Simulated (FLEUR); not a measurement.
**Equation of state of rock-salt MgS (space group 225): energy against volume (FLEUR, PBE)**

```yaml
crystal:
  lattice:
    - [0.00000, 2.55377, 2.55377]
    - [2.55377, 0.00000, 2.55377]
    - [2.55377, 2.55377, 0.00000]
  atoms:
    - { symbol: Mg, position: [0.00000, 0.00000, 0.00000] }
    - { symbol: S, position: [0.50000, 0.50000, 0.50000] }
```

Method of the run: PBE, all-electron FLAPW (FLEUR), scalar-relativistic valence (FLEUR). Settings: Kmax = 4.56 1/bohr; GmaxXC = 22.8 1/bohr; xcFunctional = pbe; jspins = 1; l_soc = F; mode = hist; fermiSmearingEnergy = 0.00036749 Htr; mesh (inpgen div1-3) = 11 11 11; inpgen gamma flag = false; Gmax = 22.8 1/bohr; numbands = 0; maxIterBroyd = 99; imix = Anderson; alpha = 0.05; precondParam = 0; minDistance = 1e-05 me/bohr^3. The cell above is the first row's. The rows scale it uniformly. In all rows fractional positions and the k mesh are held. E is the free energy at the stated smearing, counted from the lowest row.

```
V (Å^3/atom)  E (meV/atom)
------------  ------------
16.655               23.80
17.017               11.65
17.379                3.91
17.741                0.16
18.103                0.00
18.465                3.08
18.827                9.08
19.189               17.71
19.552                   ?
```

Fit E against V with the third-order Birch-Murnaghan form, a cubic in V^(-2/3), and predict the withheld value at V = 19.552.

With u = V^(-2/3) - 0.146, the rows have u = 0.007333, 0.005151, 0.003045, 0.001010, -0.000956, -0.002858, -0.004699, -0.006482. Least squares gives E = -0.346 + 57.16·u + 439844·u² + 194216·u³. Residuals (row less fit): -0.001, 0.005, -0.002, -0.001, -0.001, 0.001, 0.003, -0.001; standard error 0.003 (degrees of freedom: 4). Its minimum lies at u = -0.000065, so V0 = (0.145935)^(-3/2) = 17.94. There d²E/du² = 879600 and d³E/du³ = 1165000, so B0 = (4/9) × 17.94^(-7/3) × 879600 × 0.160218 = 74.4 GPa (the last factor turns the table's units into GPa), and B0' = 4 + (2/3) × 0.145935 × (1165000)/879600 = 4.1. At the withheld row, u = -0.008214, so E = -0.346 + 57.16 × (-0.008214) + 439844 × (-0.008214)² + 194216 × (-0.008214)³ = 28.753 meV/atom. The calculation gives 28.71 meV/atom, 0.043 meV/atom below the prediction (0.1 % of the range of E in the table). The row lies outside the fitted rows, so this is an extrapolation. From the scatter of the fitted rows alone, a prediction at this place has a standard error of 0.008 meV/atom, so the miss is 5.6 times that.

Carrying the step between the two nearest rows on in a straight line would have given 26.36, off by 2.35; series whose last step already gives the withheld value aren't shown. The scan was laid around a cell of about the measured size, scaled by a guess for this functional. The runs keep the symmetry of the cell, so they don't test it for distortions. Values depend on the basis (sphere radii, cutoffs, local orbitals), which need not be converged. Cutoffs and mesh are single choices, not tested for convergence of this quantity. Series with a scatter that would blur these digits, or in which a gap closes, are not shown. Nor are scans whose minimum lies at an end fitted in this form.

Terms beyond the fitted order, or numerical noise in single rows, can give a miss of this size; the table doesn't tell which.
